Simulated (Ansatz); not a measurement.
The parent structure is HfN in the rock salt structure (space group Fm-3m, No. 225; relaxed with 0.1 eV smearing).

```yaml
crystal:
  lattice:
    - [0.00000, 2.25092, 2.25092]
    - [2.25092, 0.00000, 2.25092]
    - [2.25092, 2.25092, 0.00000]
  atoms:
    - { symbol: Hf, position: [0.00000, 0.00000, 0.00000] }
    - { symbol: N, position: [0.50000, 0.50000, 0.50000] }
```

Cartesian axes are those of the cell as printed.

Method: Kohn–Sham DFT with the PBEsol functional, run in Ansatz (an electronic-structure program) with PAW and 420 eV plane waves, no spin-orbit coupling.

Strains are applied to the cell and any free atomic positions relax.

One change was made to it. Results:

| quantity | base | after |
|---|---|---|
| shortest interatomic distance | 2.251 Å | 2.251 Å |
| energy relative to the base (free energy F) | 0 meV/atom | +2.3 meV/atom |

Problem. Name the change that was made.
A) tensor shear ε_xy = +1.71 %
B) tensor shear ε_xy = +1.14 %
C) tensor shear ε_xy = +0.29 %
D) tensor shear ε_xy = +1.43 %

Solution. B, tensor shear ε_xy = +1.14 %. For comparison, the energy relative to the base in the other runs: tensor shear ε_xy = +1.43 % gives +3.6 meV/atom; tensor shear ε_xy = +1.71 % gives +5.2 meV/atom; tensor shear ε_xy = +0.29 % gives +0.1 meV/atom.

No phonon test of stability was made. All final runs are without spin polarisation. An odd electron count without spin: HfN.
